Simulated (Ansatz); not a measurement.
Results of LDA in Ansatz (plane waves, PAW) for LiTaO3 (model structure, P4mm, No. 99, 5 atoms in the cell).

Run with plane-wave cutoff 520 eV, 10×10×8 k mesh (along the axes of the cell as run), Fermi–Dirac smearing 0.01 eV, scalar-relativistic PAW data made under PBE.

Cell (relaxed at this level):

```
LiTaO3
1.0
    3.89371     0.00000     0.00000
    0.00000     3.89371     0.00000
    0.00000     0.00000     3.96166
Ta Li O
1 1 3
Cartesian
  1.94686   1.94686   1.60809
  0.00000   0.00000   0.62850
  1.94686   1.94686   3.43349
  1.94686   0.00000   1.33659
  0.00000   1.94686   1.33659
```

**Question.** Give the computed band gap and bulk modulus.

**Answer.** 
- band gap: 2.13 eV (on the SCF k mesh)
- bulk modulus: 172 GPa

Note: the bulk modulus is −V dP/dV from two relaxed cells at ±2 % in volume; the relaxation could raise the start's symmetry but not lower it, so the cell can be a saddle point.

Spin–orbit coupling is not included.

Cost on a shared machine: roughly 90 core-seconds.

A model structure was made by putting elements into a prototype or built by hand; it is no filed structure, need not be a known phase, and can be a saddle point held by its symmetry.

Ansatz is a first-principles code.
